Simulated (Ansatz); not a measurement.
# What isotropic strain +0.86 % does to Ce

Consider Ce in the fcc (Cu type) structure (space group Fm-3m, No. 225; a = 4.582 Å).

One thing is altered: the cell is scaled by 1.0086 in all directions, atoms relaxed at fixed cell.

Method: PBEsol (Ansatz, an electronic-structure program, PAW, scalar-relativistic without spin-orbit coupling). k-mesh 17×17×17 (Γ-centred); smearing 0.05 eV (Fermi–Dirac).

| quantity | base | changed | shift |
|---|---|---|---|
| volume per atom | 24.05 Å³ | 24.68 Å³ | +0.63 Å³ |
| space group | Fm-3m (No. 225) | Fm-3m (No. 225) | – |
| energy relative to the base (free energy F) | 0 meV/atom | +2.5 meV/atom | +2.5 meV/atom |
| pressure | 0.0 GPa | -1.2 GPa | -1.2 GPa |
| band gap | zero | zero | – |

Open 4f shells without U are poorly described, and the f state was not checked. Whether these cells are dynamically stable was not tested. Seeded moments were not kept for the base. The final runs are not spin-polarised.
